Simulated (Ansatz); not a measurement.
Predicting one run from its neighbours: the energy against the vacuum, a (001) slab of Mg (cut from a parent of space group no. 194; 4 atoms in the cell)

```
Mg
1.0
    3.20037     0.00000     0.00000
   -1.60018     2.77160     0.00000
    0.00000     0.00000    37.79159
Mg
4
Direct
  0.66667   0.33333   0.46564
  0.33333   0.66667   0.39691
  0.66667   0.33333   0.60309
  0.33333   0.66667   0.53436
```

Method: LDA (PW92), PAW files made with PBE (plane waves; Ansatz, a first-principles code).

Base settings: basis.ecutwfc = 420 eV; kpoints.mp_grid.grid = 11 11 1; hamiltonian.xc = lda; hamiltonian.pseudopotentials = {kind: paw} (the program's default PAW files); scf.occupations.method = fermi_dirac; scf.occupations.width = 0.1 eV.

The last step of the ladder, which sets the zero, is vacuum between outermost atoms (Å) = 30.0.

The starting cell has typed, rounded lattice constants, without a prior relaxation at this level. The slab is cut from that crystal, and its faces are unrelaxed. Its lattice was rescaled by up to half a per cent.

The differences are negative here: closer images bind.

An empirical form: the interaction of two facing surfaces decays exponentially with the gap, by the tails of the wave functions or, on ionic faces, by the in-plane pattern of charges: ln|ΔF| = a + b·d. One k-point is taken across the vacuum.

| vacuum (Å) | size of F less the last step's (meV/atom) | ln of it |
|---|---|---|
| 4.0 | 52.02 | 3.952 |
| 5.0 | 22.58 | 3.117 |
| 6.0 | 9.23 | 2.222 |
| 7.0 | ? | ? |
| 8.0 | 1.49 | 0.399 |

Question: Fit the line to the 4 rows given and predict the withheld one.

Answer: Means: x̄ = 5.7500, ȳ = 2.4225. Σ(x − x̄)(y − ȳ) = -7.800 and Σ(x − x̄)² = 8.750, so b = -0.8915 and a = ȳ − b·x̄ = 7.5486; the decay length is 1.12 Å. The largest residual of the fitted rows is 0.031. At x = 7.0 the line gives 1.308, that is 3.70 meV/atom. The run gave 3.73 meV/atom, a miss of 0.03 meV/atom (1 %). The table is a window of a longer ladder. The rows were chosen because the form fits them, the withheld one included, so this shows the method and is no test of the form.

Left out of this page: 7 runs of the series outside the window shown, repeating another row's setting, or not comparable.

Keys are those of Ansatz 0.2.
